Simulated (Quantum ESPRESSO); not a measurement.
Worked example: self-consistent single point of ZrTiNi2 (Amm2, 4 atoms in the cell) in Quantum ESPRESSO.

Computed with LDA (PZ), GBRV 1.5 ultrasoft (LDA) pseudopotentials (plane waves; Quantum ESPRESSO).

```
CELL_PARAMETERS angstrom
      4.10030     0.00000     0.00000
      0.00000     1.56349     4.86712
      0.00000    -1.56349     4.86712
ATOMIC_POSITIONS crystal
  Zr 0.50000 0.14441 0.14441
  Ti 0.00000 0.86202 0.86202
  Ni 0.00000 0.57909 0.57909
  Ni 0.50000 0.41447 0.41447
```

Reference input (self-consistent single point, DFT, PBEsol, plane waves, SSSP 1.1.2 efficiency (PBE) pseudopotentials): ecutwfc = 50 Ry; ecutrho = 400 Ry; occupations = smearing; smearing = gauss; degauss = 0.0073499 Ry; input_dft = pbesol; potentials = {Zr: Zr_pbe_v1.uspp.F.UPF, Ti: ti_pbe_v1.4.uspp.F.UPF, Ni: ni_pbe_v1.4.uspp.F.UPF}; K_POINTS = automatic 6 8 8 0 0 0; conv_thr = 1e-10 Ry; mixing_beta = 0.4. This run's input differs from it in these lines:

```diff
@@ -17,3 +17,2 @@
   degauss = 0.0073499
-  input_dft = 'pbesol'
 /
@@ -24,5 +23,5 @@
 ATOMIC_SPECIES
-Zr    91.2240  Zr_pbe_v1.uspp.F.UPF
-Ti    47.8670  ti_pbe_v1.4.uspp.F.UPF
-Ni    58.6934  ni_pbe_v1.4.uspp.F.UPF
+Zr    91.2240  zr_lda_v1.uspp.F.UPF
+Ti    47.8670  ti_lda_v1.4.uspp.F.UPF
+Ni    58.6934  ni_lda_v1.4.uspp.F.UPF
 ATOMIC_POSITIONS {alat}
```

Log, with long lists cut:

```
     Self-consistent Calculation

     iteration #  1     ecut=    50.00 Ry     beta= 0.40

     negative rho (up, down):  5.939E-02 0.000E+00

     total energy              =    -849.75721943 Ry
     estimated scf accuracy    <     119.64963736 Ry

     iteration #  2     ecut=    50.00 Ry     beta= 0.40

     negative rho (up, down):  5.808E-02 0.000E+00

     total energy              =    -905.89199893 Ry
     estimated scf accuracy    <      96.80266473 Ry

     iteration #  3     ecut=    50.00 Ry     beta= 0.40

     negative rho (up, down):  5.976E-02 0.000E+00

     total energy              =    -903.68544894 Ry
     estimated scf accuracy    <      24.21146072 Ry

   [... 53 blocks of this kind left out ...]

     iteration # 57     ecut=    50.00 Ry     beta= 0.40

     negative rho (up, down):  6.204E-02 0.000E+00

     total energy              =    -905.04401016 Ry
     estimated scf accuracy    <          2.2E-09 Ry

     iteration # 58     ecut=    50.00 Ry     beta= 0.40

     negative rho (up, down):  6.204E-02 0.000E+00
     End of self-consistent calculation

     the Fermi energy is    14.9018 ev

!    total energy              =    -905.04401016 Ry
     estimated scf accuracy    <          9.3E-11 Ry
     smearing contrib. (-TS)   =      -0.00102461 Ry
     internal energy E=F+TS    =    -905.04298555 Ry

     convergence has been achieved in  58 iterations

     negative rho (up, down):  6.204E-02 0.000E+00

     Forces acting on atoms (cartesian axes, Ry/au):

     atom    1 type  1   force =     0.00000000    0.00000000   -0.01026906
     atom    2 type  2   force =     0.00000000    0.00000000    0.01295647
     atom    3 type  3   force =     0.00000000    0.00000000   -0.00542547
     atom    4 type  3   force =     0.00000000    0.00000000    0.00273807

     Total force =     0.017614     Total SCF correction =     0.000015

     negative rho (up, down):  6.204E-02 0.000E+00
          total   stress  (Ry/bohr**3)                   (kbar)     P=     -123.69
  -0.00094537   0.00000000   0.00000000         -139.07        0.00        0.00
   0.00000000  -0.00072919   0.00000000            0.00     -107.27        0.00
   0.00000000   0.00000000  -0.00084790            0.00        0.00     -124.73

   JOB DONE.
```

The run converged in 58 iterations. Against the reference run the pressure goes from -8.02 to -12.37 GPa and the largest force goes from 0.228 to 0.333 eV/Å.

The starting cell comes from a database of computed structures (which also holds hypothetical and non-ambient phases and stackings), without a prior relaxation at this level. Its lattice was rescaled by a random factor within 2.5 % of one. Spin polarisation is off. With a pressure of about -12 GPa the cell is away from its equilibrium volume at this level.

Cost on one core of a shared machine: roughly 6 min.
